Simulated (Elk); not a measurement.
Elk run on CrPbO₃ (Pm-3m, 5 atoms in the cell): self-consistent single point.

Level of theory: PBEsol, all-electron FP-LAPW, Elk's shipped species files, LAPW+lo basis run with Elk.

```
CrPbO3
1.0
    3.96171     0.00000     0.00000
    0.00000     3.96171     0.00000
    0.00000     0.00000     3.96171
Cr Pb O
1 1 3
Direct
  0.00000   0.00000   0.00000
  0.50000   0.50000   0.50000
  0.00000   0.00000   0.50000
  0.50000   0.00000   0.00000
  0.00000   0.50000   0.00000
```
Moments meant for the start (each program seeds them in its own way; μB, in the order of the atoms Cr Pb O O O): 3.0 0.0 0.0 0.0 0.0.

Reference input (self-consistent single point, DFT, LDA (PW92), all-electron FP-LAPW, Elk's shipped species files, LAPW+lo basis): xctype = 3; spinpol = true; rgkmax = 7.5; stype = 0; swidth = 0.00183747 Ha; ngridk = 8 8 8; reducebf = 0.7; gmaxvr = 14 1/bohr; nxoapwlo = 1; rmtscf = 0.83; nempty = 10 per atom; bfcmt = [[0.0, 0.0, -1.5], [0.0, 0.0, 0.0], [0.0, 0.0, 0.0], [0.0, 0.0, 0.0], [0.0, 0.0, 0.0]]. This run's input differs from it in these lines:

```diff
@@ -4,3 +4,3 @@
 xctype
-  3
+  22
```

Output (repeated stretches shortened):

```
│ Self-consistent loop started │
│ Loop number : 1 │
 total energy                :     -22188.5165594
 total moment                :    1.906717662
│ Loop number : 2 │
 total energy                :     -22189.0285209
 total moment                :    1.942026863
RMS change in Kohn-Sham potential (target) :    1.626144261     (  0.1000000000E-05)
Absolute change in total energy (target)   :   0.5119614554     (  0.1000000000E-03)
│ Loop number : 3 │
 total energy                :     -22188.9728049
 total moment                :    1.905858773
RMS change in Kohn-Sham potential (target) :    1.612413852     (  0.1000000000E-05)
   [... lines left out ...]
│ Loop number : 23 │
 total energy                :     -22198.1222371
 total moment                :    2.000339373
RMS change in Kohn-Sham potential (target) :   0.1427673700E-05 (  0.1000000000E-05)
Absolute change in total energy (target)   :   0.1218267098E-03 (  0.1000000000E-03)
│ Loop number : 24 │
 total energy                :     -22198.1222610
 total moment                :    2.000339369
RMS change in Kohn-Sham potential (target) :   0.5674802924E-06 (  0.1000000000E-05)
Absolute change in total energy (target)   :   0.5437702202E-04 (  0.1000000000E-03)
Convergence targets achieved

│ Loop number : 25 │

Energies :
 Fermi                       :     0.273201899391
 xc effective B-field        :    -0.898707327872E-01
 external B-field            :      0.00000000000
 total energy                :     -22198.1222676
 (external B-field energy excluded from total)

Density of states at Fermi energy :    110.6807095
 (states/Hartree/unit cell)

Estimated indirect band gap :   0.1003295083E-03
 from k-point     26 to k-point     14
Estimated direct band gap   :   0.1504271551E-02
 at k-point     13

Charges :
 core                        :    84.00000000
 valence                     :    46.00000000
 interstitial                :    9.142204728
 muffin-tins (core leakage)
  species :    1 (Cr)
   atom    1                 :    21.61514314     (  0.3481021693E-08)
  species :    2 (Pb)
   [... lines left out ...]
 muffin-tins
  species :    1 (Cr)
   atom    1                 :    1.895221690
  species :    2 (Pb)
   atom    1                 :  -0.8272123439E-02
  species :    3 (O)
   atom    1                 :  -0.2956752359E-01
   atom    2                 :  -0.2956752359E-01
   atom    3                 :  -0.2956752359E-01
 total in muffin-tins        :    1.798246996
 total moment                :    2.000339365

│ Self-consistent loop stopped │
```

The run converged in 25 iterations. The count includes the last loop, which Elk runs after its targets are met. Against the reference run the size of the net moment stays at 0.40 μB/atom.

The starting cell comes from a database of computed structures (which also holds hypothetical and non-ambient phases and stackings), without a prior relaxation at this level. Its lattice was rescaled by a random factor within 2.5 % of one. Spin-orbit coupling is off. With one magnetic atom in the cell only a parallel order is possible. Values depend on the basis (sphere radii, cutoffs, local orbitals), which need not be converged. The log's line on a gap gives a spacing of levels on this mesh, which the program prints for metals too.

Cost on one core of a shared machine: roughly 4 min.
